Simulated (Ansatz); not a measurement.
Consider CuPt (space group R-3m, No. 166; a = 2.700 Å, c = 12.735 Å (hexagonal axes); a cell from a computed database, its experimental status unchecked; relaxed with 0.1 eV smearing). Axes: x lies along a and z along c of the hexagonal cell.

The values are results of plane-wave PAW DFT at the PBEsol level (Ansatz, a first-principles code, 420 eV), scalar-relativistic without spin-orbit coupling, not measurements.

For the base:

The pressure is 0.0 GPa and the shortest interatomic distance comes out as 2.634 Å.

It is then changed as follows: the symmetric strain tensor [0.0132 -0.0016 0.0087; -0.0016 0.0008 0.0137; 0.0087 0.0137 0.0162], atoms relaxed at fixed cell.

Q: Estimate the effect on the energy relative to the base, pressure and shortest interatomic distance.

A: The energy grows by 11 meV/atom; the pressure (mean of the normal stresses, compression positive) goes from zero to -6.1 GPa; the shortest interatomic distance stays essentially unchanged (2.634 Å against 2.633 Å).

Stability against distortions was not tested. The final runs are not spin-polarised.
